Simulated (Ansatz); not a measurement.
# Fe under a change: 2 layers

Take Fe in the bcc (W type) structure (space group Im-3m, No. 229; a = 2.8650 Å; ferromagnetic) as the base. Axes: x, y, z lie along the cube axes.

Now apply this change: a free-standing slab of 2 layers (2 atoms, 1 a layer) is cut normal to [110], with 15 Å of vacuum and the in-plane cell held at bulk.

The values are results of r2SCAN, PAW, 500 eV (Ansatz, a program for electronic structure; no spin-orbit coupling), earlier PAW set, not measurements. Settings: 20×20×1 k-points, 0.05 eV Fermi–Dirac smearing, for the changed cell.

| quantity | base | changed | shift |
|---|---|---|---|
| shortest interatomic distance | 2.481 Å | 2.408 Å | -0.073 Å |
| band gap | zero | zero | – |
| magnetic state | ferromagnetic | ferromagnetic | – |
| largest site moment | 2.79 μB | 2.90 μB | +0.11 μB |
| excess energy per area of both faces (slab less bulk energy over the cell's area: twice a surface energy) (uncertain by up to 0.06 J/m²) | – | 5.04 J/m² | – |
| thickness between the outermost nuclei | – | 1.94 Å | – |

Final structure:

```
CELL_PARAMETERS angstrom
      2.48112     0.00000     0.00000
     -0.82704     2.33922     0.00000
      0.00000     0.00000    17.02583
ATOMIC_POSITIONS crystal
  Fe 0.25000 0.25000 0.44317
  Fe 0.75000 0.75000 0.55683
```

Other magnetic orders, which the real material may have, were not ruled out. The excess energy carries the mismatch between the slab's and the bulk's meshes. Whether these cells are dynamically stable was not tested.
